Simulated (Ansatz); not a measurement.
BePd (model structure, within 0.1 Å of Pm-3m, No. 221, 2 atoms in the cell) was calculated with LDA (Ansatz, a quantum-chemistry and plane-wave program, PAW).

Numerical settings: plane-wave cutoff 520 eV, 20×20×16 k mesh (along the axes of the cell as run), Fermi–Dirac smearing 0.05 eV, scalar-relativistic PAW data made under PBE.

Cell (relaxed at this level):

Space group P4/mmm (No. 123); a = b = 2.7471 Å, c = 2.8260 Å, α = β = γ = 90.00°

```json
[
 {"atom": "Be", "site": "1d", "symmetry": "4/mmm", "x": "0.5000", "y": "0.5000", "z": "0.5000"},
 {"atom": "Pd", "site": "1a", "symmetry": "4/mmm", "x": "0.0000", "y": "0.0000", "z": "0.0000"}
]
```

Question: Predict the bulk modulus.

Answer: 
bulk modulus: 203 GPa

The run finds no gap.

Note: the bulk modulus is −V dP/dV from two relaxed cells at ±2 % in volume.

A model structure was made by putting elements into a prototype or built by hand; it is no filed structure, need not be a known phase, and can be a saddle point held by its symmetry.
